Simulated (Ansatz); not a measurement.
Here is the system:

```yaml
crystal:
  lattice:
    - [0.00000, 2.74521, 2.74521]
    - [2.74521, 0.00000, 2.74521]
    - [2.74521, 2.74521, 0.00000]
  atoms:
    - { symbol: S, position: [0.75000, 0.75000, 0.75000] }
    - { symbol: Zn, position: [0.00000, 0.00000, 0.00000] }
```

A single point on ZnS with a change (isotropic strain +1.88 %), its geometry relaxed with r2SCAN.

Calculations: HSE06/PAW in Ansatz (an electronic-structure program), with spin-orbit coupling. Γ-centred 8×8×8 mesh, Fermi–Dirac width 0.01 eV.

**Question.** Predict the band gap and valence-band top at Γ.

**Answer.** The band gap is 3.08 eV and the valence-band top at Γ (three highest Kramers pairs, from the VBM) is 0.00, 0.00, -0.08 eV.

Single points use the geometry relaxed with r2SCAN. Stability against distortions was not tested. The cell was made from ZnS in the zinc blende structure (space group F-43m, No. 216) by this change: isotropic strain +1.88 %.
